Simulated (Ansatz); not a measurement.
The starting structures come from a database of crystals and need not be the phases stable at ambient conditions.

 Where the default PAW files enter, the runs use the earlier of Ansatz's two default sets.

Inside the gap of an insulator the Bloch states are evanescent, with a wavenumber k + iκ along the transport direction.

```xyz
12
Lattice="7.4029 0.0000 0.0000 -3.7015 6.4111 0.0000 0.0000 0.0000 3.8064" Properties=species:S:1:pos:R:3 pbc="T T T"
W      3.7015     0.0000     0.0000
W      1.8507     3.2056     0.0000
W     -1.8507     3.2056     0.0000
O      1.3226     5.0377     0.0000
O      2.3789     1.3735     0.0000
O      3.7015     3.6642     0.0000
O      0.0000     2.7469     0.0000
O     -1.3226     5.0377     0.0000
O      5.0240     1.3735     0.0000
O      1.8507     3.2056     1.9032
O     -1.8507     3.2056     1.9032
O      3.7015     0.0000     1.9032
```

Space group of this cell: P6/mmm. The cell is taken as given; by LDA its mean pressure is -5.5 GPa.

Transport runs along the normal of the first two printed cell vectors, the (001) plane of the conventional cell.

The gap is the functional's own, uncorrected, and κ follows it; spin-orbit coupling is left out. Mid-gap values are interpolated between the computed energies.

Task: State the band gap and the smallest decay constant κ at mid-gap according to LDA run with Ansatz (a first-principles code).

Result: Gap 0.57 eV on a 6×6×8 mesh; κ = 0.099 1/Å, at the zone centre.
